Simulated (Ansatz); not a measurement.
The starting structures come from a database of crystals and need not be the phases stable at ambient conditions.

 Where the default PAW files enter, the runs use the earlier of Ansatz's two default sets.

The decay constant κ of evanescent states in the gap governs leakage through a thin film.

```
CELL_PARAMETERS angstrom
      6.27186     0.00000     0.00000
      0.00000     7.24394     0.00000
      3.13593    -3.62197     3.62197
ATOMIC_POSITIONS crystal
  Ca 0.75000 0.50000 0.00000
  Ca 0.00000 0.00000 0.00000
  Cr 0.50000 0.00000 0.00000
  Cr 0.25000 0.50000 0.00000
  O  0.09001 0.31980 0.00000
  O  0.15981 0.18020 0.36040
  O  0.09001 0.68020 0.00000
  O  0.52021 0.81980 0.63960
  O  0.65999 0.18020 0.00000
  O  0.22979 0.68020 0.36040
  O  0.65999 0.81980 0.00000
  O  0.59019 0.31980 0.63960
```

Space group of this cell: I4_1/amd. The cell is taken as given; by PBEsol its mean pressure is -1.8 GPa.

Transport runs along the normal of the first two printed cell vectors, the (100) plane of the conventional cell.

No gap correction and no spin-orbit coupling; mid-gap values are interpolated between computed energies.

### Question
Estimate the band gap and the smallest decay constant κ at mid-gap that PBEsol run with Ansatz (an electronic-structure program) returns for this system.

### Answer
Gap 2.27 eV on a 8×8×8 mesh; κ = 0.487 1/Å, at the zone centre.
